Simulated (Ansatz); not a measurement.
Start from Mg2OsH6 (space group Fm-3m, No. 225; a = 6.646 Å; a cell from a computed database, its experimental status unchecked). Axes: x, y, z lie along the cube axes.

Computed with r2SCAN (Ansatz, an electronic-structure program; PAW; 500 eV plane waves; spin-orbit coupling left out), earlier PAW set.

A first run, uniaxial strain ε_zz = +0.40 %, gives secant values C11 ≈ 160 GPa and C12 ≈ 42 GPa from its stress. A second run applies isotropic strain +2.90 %.

Question: What does linear elasticity predict for the bulk modulus −ΔP/(ΔV/V₀) in the second run, and what does the run give?

Answer: Linear elasticity: (C11 + 2 C12)/3 = 81 GPa. The run gives 68 GPa; any difference comes from nonlinear terms at these strains and numerical noise.

Whether these cells are dynamically stable was not tested.
